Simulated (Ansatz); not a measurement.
System: BN (model structure, P6₂22, No. 180, 6 atoms in the cell). Method: HSE06 in Ansatz (plane waves, PAW).

The run printed, among other lines:

```
WARN output.stress: scf.exx.energy_threshold = 1e-6 eV is looser than the 6e-8 eV advised for a stress under a hybrid functional (1e-8 eV for each atom of the …
Crystal: 6 atoms, lattice volume = 33.826 Å³
Basis set: ecut = 460 eV, 771 PW (Γ), exchange–correlation on 40×40×90 points (8 copies of the dense FFT grid, shifted against one another)
Bands: 18, of which v1, the nominal top of the filled ones, is band 12 counted from 1 (11 counted from 0)
Symmetry: 12 space group operations
Space group: P6222 (ITA 180), of the structure as read, at distance tolerance 3.2e-5 Å
k-points: 36 of 324 (time reversal used)
SCF iter   1: F=—  HF=-1621.233914 eV  |F-HF|=—  |Δ(HF+E_count)|=         —  Δρ=1.19e-2  dr2=2.28e-2
SCF iter   2: F=—  HF=-1621.230834 eV  |F-HF|=—  |Δ(HF+E_count)|=   3.08e-3  Δρ=4.85e-3  dr2=2.61e-3
  ...
Crystal: 6 atoms, lattice volume = 33.826 Å³
Initial density: handed on by an earlier stage of this run
Crystal: 6 atoms, lattice volume = 33.826 Å³
SCF iter   4: F=—  HF=-1621.476545 eV  |F-HF|=—  |Δ(HF+E_count)|=   2.34e-8  Δρ=2.46e-6  dr2=1.48e-9
SCF iter   5: F=-1621.476545 eV  HF=-1621.476545 eV  |F-HF|=3.22e-10  |Δ(HF+E_count)|=   8.98e-9  Δρ=1.45e-6  dr2=5.12e-10
SCF 3 converged in 5 iterations: F = -1621.476545 eV  dr2 = 5.12e-10
Free energy (F): -1621.476545 eV
Internal energy: -1621.476545 eV  (E = F + TS)
E sigma→0 (E₀):  -1621.476545 eV
Fermi energy:    14.567083 eV
--- Stress (GPa, compression-positive) ---
       -4.177352       0.000000      -0.000000
       -0.000000      -4.177352       0.000000
       -0.000000       0.000000      -3.524965
  P = ⅓ Tr σ = -3.9599 GPa (-39.599 kbar)
```

Write an input file that could have produced this run (the log leaves some choices open).

This is not unique; one that fits is 
Ansatz 0.2 input:
```yaml
crystal:
  lattice:
    - [2.5951960417, 0.0, 0.0]
    - [-1.2975980208, 2.2475056999, 0.0]
    - [0.0, 0.0, 5.7994090353]
  atoms:
    - { symbol: B, position: [0.4999998503, 0.0, 0.6666666667] }
    - { symbol: B, position: [0.0, 0.4999998503, 0.3333333333] }
    - { symbol: B, position: [0.5000001497, 0.5000001497, 0.0] }
    - { symbol: N, position: [0.4999999022, 0.0, 0.1666666667] }
    - { symbol: N, position: [0.0, 0.4999999022, 0.8333333333] }
    - { symbol: N, position: [0.5000000978, 0.5000000978, 0.5] }
basis:
  ecutwfc: 460
  ecutrho_ratio: 4
  xc_grid: 2
kpoints:
  mp_grid: { grid: [9, 9, 4] }
  band_path: { path: [[0, 0, 0], [0.5, 0, 0]], npoints: 1 }
hamiltonian:
  xc: hse06
  dispersion: none
  pseudopotentials: { kind: paw }
scf:
  occupations: { method: fermi_dirac, width: 0.01 }
  convergence: { dr2_threshold: 0.0000000006 }
output:
  forces: true
  stress: true
  eigenvalues: true
  write_bands: true
```

The PAW data were made under PBE.

Note: the relaxation could raise the start's symmetry but not lower it, so the cell can be a saddle point. Note: cell and atoms aren't relaxed at this level (pressure -4.0 GPa).

A model structure was made by putting elements into a prototype or built by hand; it is no filed structure, need not be a known phase, and can be a saddle point held by its symmetry.

Ansatz is a program for electronic structure.
